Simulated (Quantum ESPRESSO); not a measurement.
Quantum ESPRESSO is run on Cs (Im-3m, 1 atom in the cell), and the run fails. The aim is a zone-centre phonon calculation with DFT, LDA (PZ), plane waves, GBRV 1.5 ultrasoft (LDA) pseudopotentials.

The self-consistent step had converged with these keywords: prefix = cs; ecutwfc = 40 Ry; ecutrho = 200 Ry; occupations = smearing; smearing = marzari-vanderbilt; degauss = 0.019992 Ry; potentials = {Cs: cs_lda_v1.uspp.F.UPF}; K_POINTS = automatic 5 5 5 0 0 0; conv_thr = 1e-10 Ry. The next shown step is ph.x.

Input:

```fortran
phonons at the zone centre
&inputph
 prefix = 'cs',
 outdir = './tmp',
 tr2_ph = 1.0d-14,
 fildyn = 'dyn.G',
 niter_ph = 3,
/
0.0 0.0 0.0
```

The program printed (abridged):

```
     Representation #   1 modes #   1   2   3

     Self-consistent Calculation

      iter #   1   av.it.:   6.4
      thresh= 1.000E-02 alpha_mix =  0.700 |ddv_scf|^2 =  1.027E-07

      iter #   2   av.it.:  12.2
      thresh= 3.205E-05 alpha_mix =  0.700 |ddv_scf|^2 =  8.076E-09

      iter #   3   av.it.:  12.1
      thresh= 8.986E-06 alpha_mix =  0.700 |ddv_scf|^2 =  2.067E-10
     End of self-consistent calculation

     No convergence has been achieved
   JOB DONE.
STOP 1
```

Q: Find the mistake and give the fix.

A: The fault is an iteration limit that is too low. The loop is cut before its threshold is met, so whatever is printed at the end is not self-consistent. To fix it, raise the limit, or leave it to the default. The run ended unconverged in one of its stages.

On the sound input: the starting cell comes from a database of computed structures (which also holds hypothetical and non-ambient phases and stackings), without a prior relaxation at this level. Its lattice was rescaled by a random factor within 2.5 % of one.
